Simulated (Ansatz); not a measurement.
# Cu under load (space group I4/mmm): band-structure transport figures

Input:

```yaml
crystal:
  lattice:
    - [0.00000, 1.79365, 1.76655]
    - [1.79365, 0.00000, 1.76655]
    - [1.79365, 1.79365, 0.00000]
  atoms:
    - { symbol: Cu, position: [0.00000, 0.00000, 0.00000] }
```

The numbers are results of PBEsol, rigid bands (plane waves, PAW, scalar-relativistic; Ansatz, a program for electronic structure), not measurements. Condition of this run: biaxial stress xx = yy = -1 GPa (compression positive) (the target of the relaxation). Cell: cell and atoms relaxed with PBEsol, then loaded as said.

| Property | Result |
|---|---|
| density of states at the Fermi level | 0.300 states/(eV·cell), both spins |
| bare Sommerfeld coefficient | 0.71 mJ/(mol of atoms·K²) |
| Drude plasma energy | 9.1 eV |
| root-mean-square Fermi velocity | 1.1e6 m/s |
| resistivity times τ | 6.0 ×10⁻²² Ω·m·s |
| resistivity times mean free path | 6.5 ×10⁻¹⁶ Ω·m² |

A metal at this level (no band gap); rigid bands, thermally averaged at 300 K, both spins. Spin-orbit coupling is left out. τ is one relaxation time for all states; the product of resistivity and mean free path takes one path for all states instead.
